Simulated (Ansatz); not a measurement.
**Quick settings and what they miss: YPdPb (P-62m, 9 atoms in the cell)**

Self-consistent single point.

```xyz
9
Lattice="7.5982 0.0000 0.0000 -3.7991 6.5802 0.0000 0.0000 0.0000 3.8498" Properties=species:S:1:pos:R:3 pbc="T T T"
Y      3.0390     0.0000     1.9249
Y      2.2796     3.9483     1.9249
Y     -1.5195     2.6319     1.9249
Pd     0.0000     0.0000     1.9249
Pd     0.0000     4.3868     0.0000
Pd     3.7991     2.1934     0.0000
Pb     5.5765     0.0000     0.0000
Pb     1.0108     1.7508     0.0000
Pb    -2.7883     4.8294     0.0000
```

Computed with PBEsol, PAW files made with PBE (plane waves; Ansatz, a quantum-chemistry and plane-wave program).

Base settings: basis.ecutwfc = 420 eV; kpoints.mp_grid.grid = 5 5 8; hamiltonian.xc = pbesol; hamiltonian.pseudopotentials = {kind: paw} (the program's default PAW files); scf.occupations.method = methfessel_paxton; scf.occupations.width = 0.136 eV.

Tight run (finer mesh or higher cutoff; not a proven limit): basis.ecutwfc: 420 eV → 590 eV; kpoints.mp_grid.grid: 5 5 8 → 7 7 11; scf.convergence.dr2_threshold: default (1e-07 eV) → 1e-09 eV. It gave Fermi level (on the code's own zero) 15.16 eV; pressure 3.08 GPa; largest force (vector length) 0.072 eV/Å.

Quick runs, as changes from the base:
- A: the base itself
- B: basis.ecutwfc: 420 eV → 295 eV; kpoints.mp_grid.grid: 5 5 8 → 4 4 4; scf.occupations.width: 0.136 eV → 0.272 eV
- C: basis.ecutwfc: 420 eV → 210 eV; kpoints.mp_grid.grid: 5 5 8 → 8 8 8

The count of work is k-points × plane waves × bands × iterations; it is no time. 

Pressures in the table are Ansatz's without its Pulay estimate, at a fixed set of plane waves; the tight run's value above holds the estimate.

The starting cell comes from a database of computed structures (which also holds hypothetical and non-ambient phases and stackings), without a prior relaxation at this level. Its lattice was rescaled by a random factor within 2.5 % of one. Spin polarisation is off. In the base run, with a pressure of about 3 GPa the cell is away from its equilibrium volume at this level.

| run | energy less tight (meV/atom) | pressure less tight (GPa) | largest miss in a force vector (eV/Å) | count of work / tight |
|---|---|---|---|---|
| A | -0.5 | 0.06 | 0.012 | 0.27 |
| B | 78.5 | -6.38 | 0.220 | 0.075 |
| C | 3596.5 | -141.59 | 0.109 | 0.17 |

Among the runs at the tight run's level, the energy misses run from 0.5 to 3596.5 meV/atom.

Left out of this page: 3 runs of the series unsound by tests on forces, stress, charge or solver warnings.

Keys are those of Ansatz 0.2.
